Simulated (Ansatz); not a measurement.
The starting structures come from a database of crystals and need not be the phases stable at ambient conditions.

The decay constant κ of evanescent states in the gap governs leakage through a thin film.

Given:

```
Al2HgS4
1.0
    5.57583     0.00000     0.00000
    0.00000    10.24598     0.00000
    2.78791     5.12299     2.78791
Al Hg S
2 1 4
Direct
  0.50000   0.25000   0.00000
  0.00000   0.50000   0.00000
  0.00000   0.00000   0.00000
  0.98646   0.40254   0.46564
  0.45210   0.58392   0.56144
  0.01354   0.86818   0.53436
  0.54790   0.14536   0.43856
```

The cell is taken as given; by PBEsol it stands under a pressure of -0.5 GPa.

Transport runs along the normal of the first two printed cell vectors, the (100) plane of the conventional cell.

No gap correction and no spin-orbit coupling; mid-gap is the computed energy nearest the middle.

Q: State the band gap and the smallest decay constant κ at mid-gap according to PBEsol (Ansatz, a quantum-chemistry and plane-wave program).

A: Gap 1.99 eV on a 12×12×12 mesh; κ = 0.173 1/Å, at the zone centre.
